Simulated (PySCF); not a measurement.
PySCF 2.14.0, MP2 (frozen core)/cc-pvdz: [SiH3][Si@H]1C=C[Si@@H]1[SiH3], 16 atoms. The geometry is a generated start, not checked to be a minimum at this level.

| Property | Value |
|---|---|
| task | mp2 |
| basis | cc-pvdz |
| two-electron scheme | exact four-centre integrals |
| frozen core | true |
| mf.init_guess | minao (default) |
| mf.DIIS | CDIIS (default) |
| mf.diis_space | 8 (default) |
| mf.conv_tol | 1e-09 (default) |
| basis functions (reference run) | 150 |

On 4 threads, 1 BLAS thread. Build: conda-forge: OpenMP (GNU), OpenBLAS with its own threads, libcint, Libxc. Each setting ran once; only counts and results are compared.

Values of mol.max_memory tried: 8000 MB, 4000 MB, 2000 MB, 1000 MB, 500 MB, 300 MB, 200 MB.

Task: What happens as the memory setting falls?

Result: It runs down to 200 MB, the lowest tried, with the same result. At 8000 MB: SCF integrals in memory, transformation in memory. From 500 MB down: direct SCF, transformation through a file.

```
mol.max_memory                                               path  peak memory
--------------  -------------------------------------------------  -----------
8000 MB         SCF integrals in memory, transformation in memory     0.78 GiB
4000 MB         SCF integrals in memory, transformation in memory     0.78 GiB
2000 MB         SCF integrals in memory, transformation in memory     0.78 GiB
1000 MB         SCF integrals in memory, transformation in memory     0.78 GiB
500 MB                  direct SCF, transformation through a file     0.61 GiB
300 MB                  direct SCF, transformation through a file     0.60 GiB
200 MB                  direct SCF, transformation through a file     0.60 GiB
```

Peak memory is the kernel's count for the largest process, libraries included and scratch files not. The peak passes the setting at 500 MB, 300 MB, 200 MB: it is no hard cap. MP2's transformation through a file may take 2000 MB even at lower settings.
